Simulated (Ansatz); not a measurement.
The parent structure is Re in the hcp (Mg type) structure (space group P6_3/mmc, No. 194; a = 2.752 Å, c = 4.440 Å; relaxed with 0.1 eV smearing). Axes: x lies along a and z along c of the hexagonal cell.

Level of theory: PBEsol in Ansatz (plane waves to 420 eV, PAW, spin-orbit coupling left out).

Base values:

| Quantity | Result |
|---|---|
| Volume per atom | 14.56 Å³ |
| Band gap | zero |

One thing is altered: biaxial strain +2.50 %, plane normal [001], relaxed out of plane (Cartesian); in-plane vectors clamped, the third vector and the atoms free.

Q: What does the calculation give for the volume per atom and band gap after the change?

A: The volume per atom increases by 0.47 Å³, from 14.56 Å³ to 15.03 Å³; the band gap remains zero.

Whether these cells are dynamically stable was not tested. The final runs are not spin-polarised.

Ansatz is an electronic-structure program.
